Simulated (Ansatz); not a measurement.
**Hypothetical rock salt GaAs, response to strain**

The reference is GaAs in the rock salt structure (space group Fm-3m, No. 225; a hypothetical phase, not in the database extracts checked).

```
GaAs
1.0
    0.00000     2.66475     2.66475
    2.66475     0.00000     2.66475
    2.66475     2.66475     0.00000
As Ga
1 1
Direct
  0.00000   0.00000   0.00000
  0.50000   0.50000   0.50000
```

Cartesian axes are those of the cell as printed.

Strains are applied to the cell and any free atomic positions relax; under biaxial strain the out-of-plane vector relaxes too.

Method: r2SCAN in Ansatz (plane waves to 500 eV, PAW, without spin-orbit coupling).

Notes on the quantities. pressure: mean of the normal stresses, compression positive; energy relative to the base: free energy F.

| change | pressure | shortest interatomic distance | energy relative to the base |
|---|---|---|---|
| base | 0.0 GPa | 2.665 Å | 0 meV/atom |
| biaxial strain +1.69 %, plane normal [001], relaxed out of plane | -1.8 GPa | 2.639 Å | +5.2 meV/atom |
| biaxial strain +3.15 %, plane normal [001], relaxed out of plane | -3.1 GPa | 2.621 Å | +18 meV/atom |
| uniaxial strain ε_xx = +0.74 % | -0.6 GPa | 2.665 Å | +0.4 meV/atom |
| uniaxial strain ε_xx = +1.01 % | -0.8 GPa | 2.665 Å | +0.8 meV/atom |
| uniaxial strain ε_yy = +4.19 % | -2.8 GPa | 2.665 Å | +13 meV/atom |

Without a gap, meshes like the base's 15×15×15 leave anisotropic stresses uncertain by several tenths of a GPa, and small strain energies with them. Whether these cells are dynamically stable was not tested. All final runs are without spin polarisation.

Ansatz is an electronic-structure program.
